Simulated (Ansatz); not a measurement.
A computed series for hypothetical zinc blende NaI: element substitutions

The reference is NaI in the zinc blende structure (space group F-43m, No. 216; a = 7.088 Å; a hypothetical phase, not in the database extracts checked).

Each row replaces one element on all its sites; cell and atoms are relaxed.

Computed with Ansatz (an electronic-structure program), r2SCAN, PAW, cutoff 500 eV, scalar-relativistic without spin-orbit coupling.

| variant | band gap | density | electron mass | gap character |
|---|---|---|---|---|
| base | 4.42 eV | 2.80 g/cm³ | 0.36 mₑ (at Γ) | direct at Γ |
| Na → K | 4.47 eV | [?] | 0.45 mₑ (at Γ) | direct at Γ |
| I → Sb | zero | 2.86 g/cm³ | – | – |
| Na → Cs | 4.29 eV | [?] | 0.49 mₑ (at Γ) | [?] |
| I → Cl | [?] | 1.65 g/cm³ | 0.48 mₑ (at Γ) | direct at Γ |

**Question.** What belongs in the blanks?

**Answer.** 
- Na → K, density: 2.21 g/cm³
- Na → Cs, density: 2.60 g/cm³
- Na → Cs, gap character: indirect, W → Γ
- I → Cl, band gap: 5.55 eV

With I present, leaving out spin-orbit coupling can change the band edges. Masses are band curvatures over ±0.01 Å⁻¹ around the edge. Stability against distortions was not tested. As relaxed here, KI, NaSb, CsI and NaCl are hypothetical phases, not in the database extracts checked. The final runs are not spin-polarised.
